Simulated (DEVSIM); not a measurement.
Structure: GaP n-i-p diode, at 250 K.

Layer 1 from the left is GaP, thickness (μm) 1.00, Nd (cm⁻³) 6e17, τn (s) 2e-6, τp (s) 2e-6. Layer 2 from the left is GaP, thickness (μm) 1.40, Na (cm⁻³) 6.5e11, τn (s) 2e-6, τp (s) 2e-6. Layer 3 from the left is GaP, thickness (μm) 1.00, Na (cm⁻³) 1.2e17, τn (s) 2e-6, τp (s) 2e-6.

Left contact: ohmic. Right contact: ohmic. Voltage is applied to the left contact. Recombination: SRH at mid-gap, Auger. Mobility is μmin + (μ − μmin)/(1 + (N/Nref)^α).

The device is made up for the run: typed textbook-type constants, with dimensions and the other settings drawn at random. Values at 300 K; Nc and Nv go as T^1.5, mobilities as T to minus their exponent, the gap by Varshni's rule with the affinity fixed.

GaP: gap (eV) 2.26, affinity (eV) 3.8, permittivity 11.1, Nc (cm⁻³) 1.8e19, Nv (cm⁻³) 1.9e19, μn (cm²/Vs) 250, μp (cm²/Vs) 150, μn,min 10, μp,min 10, Nref,n 4.4e18, Nref,p 1e18, αn 0.8, αp 0.85, T exponent of μn 1.6, T exponent of μp 1.98, Cn (cm⁶/s) 1e-30, Cp (cm⁶/s) 1e-30, Varshni α (eV/K) 0.00058, Varshni β (K) 372.

DEVSIM, 1D drift-diffusion, Boltzmann statistics, complete ionisation; no tunnelling, impact ionisation, image-force lowering or self-heating.

Problem. What does the simulation give for the potential step across the device at zero bias, the dark forward voltage at 1 A/cm², the dark forward voltage at 100 A/cm²?

Solution. potential step across the device at zero bias 2.109 V; dark forward voltage at 1 A/cm² 1.918 V; dark forward voltage at 100 A/cm² 2.025 V.
